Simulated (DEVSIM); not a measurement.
Structure: Schottky contact on n-type In0.53Ga0.47As, at 350 K.

```csv
layer (left to right),material,thickness (μm),Nd (cm⁻³),τn (s),τp (s)
1,In0.53Ga0.47As,0.990,8.5e16,4.3e-8,4.3e-8
```

Left contact: Schottky, work function 4.9 eV, emission velocity 3.3e6 cm/s. Right contact: ohmic. Voltage is applied to the left contact. Recombination: SRH at mid-gap, Auger. Mobility is μmin + (μ − μmin)/(1 + (N/Nref)^α).

The device is made up for the run: typed textbook-type constants, with dimensions and the other settings drawn at random. Values at 300 K; Nc and Nv go as T^1.5, mobilities as T to minus their exponent, the gap by Varshni's rule with the affinity fixed.

| parameter | In0.53Ga0.47As |
|---|---|
| gap (eV) | 0.74 |
| affinity (eV) | 4.51 |
| permittivity | 13.9 |
| Nc (cm⁻³) | 2.1e17 |
| Nv (cm⁻³) | 7.7e18 |
| μn (cm²/Vs) | 12000 |
| μp (cm²/Vs) | 300 |
| μn,min | 300 |
| μp,min | 10 |
| Nref,n | 1.3e17 |
| Nref,p | 4.9e17 |
| αn | 0.48 |
| αp | 0.4 |
| T exponent of μn | 1.6 |
| T exponent of μp | 1.6 |
| Cn (cm⁶/s) | 5e-29 |
| Cp (cm⁶/s) | 5e-29 |
| Varshni α (eV/K) | 0.00035 |
| Varshni β (K) | 190 |

Simulated with DEVSIM: 1D drift-diffusion, Boltzmann statistics, complete ionisation; no tunnelling, impact ionisation, image-force lowering or self-heating. Metal contacts follow the ideal Schottky-Mott rule: no Fermi-level pinning, no interface dipoles.

The temperature was swept, all else fixed.

```json
[
 {"temperature (K)": "300", "potential step across the device at zero bias (V)": "0.367", "dark forward voltage at 100 A/cm² (V)": "0.209"},
 {"temperature (K)": "350", "potential step across the device at zero bias (V)": "0.356", "dark forward voltage at 100 A/cm² (V)": "0.172"},
 {"temperature (K)": "400", "potential step across the device at zero bias (V)": "0.344", "dark forward voltage at 100 A/cm² (V)": "___"},
 {"temperature (K)": "450", "potential step across the device at zero bias (V)": "0.331", "dark forward voltage at 100 A/cm² (V)": "0.099"},
 {"temperature (K)": "500", "potential step across the device at zero bias (V)": "0.318", "dark forward voltage at 100 A/cm² (V)": "0.068"}
]
```

Task: Fill in the missing entries.

Result: 
- 400, dark forward voltage at 100 A/cm² (V): 0.135
